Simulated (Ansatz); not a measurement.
# Ga on the Si site (beta Si3N4 host)

Method: PBE, PAW (plane waves to 420 eV; Ansatz, a quantum-chemistry and plane-wave program). A 1×1×3 supercell of 84 sites was used; the energies come from a 2×2×2 shifted sampling of its zone. Site at the start: the Si(2,4-fold) site. Charged cells carry a point-charge image correction with potential alignment at far atoms. Dielectric constants: PBE linear response of the host. Host gap at this level: 4.25 eV. These values are not converged in cell size to better than tenths of an eV. PBE underestimates the host's gap, which shifts levels and can delocalise carriers. Spin–orbit coupling is left out. Each state is the lowest found from its start.

Formation energies E_f are given with the Fermi level at the valence-band maximum. Chemical conditions: N-rich (Δμ(Si) = -2.47 eV, Δμ(Ga) = -0.88 eV, bounded by wurtzite GaN; only phases computed here count, gases as isolated molecules at 0 K). Reference phases: Ga: alpha gallium, Si: silicon.

```csv
charge,moment (μB),largest move off a lattice site (Å),image correction with alignment (eV),"E_f, N-rich (eV)"
+1†,not spin-polarised,0.14,0.13,–
0†,1.0,0.14,0.00,1.95
−1,not spin-polarised,0.14,0.16,2.04
```

† Not settled in this cell, so no level is given: charge +1: a level filled in part, level within 0.1 eV of a band edge or past it; charge 0: level within 0.1 eV of a band edge or past it.

Flagged in the runs: a doubtful potential alignment, a host whose relaxation on this sampling wasn't shown to rest, a strain field that reaches the edge of the cell.

All states together cost about 70 core-minutes (a rough figure).
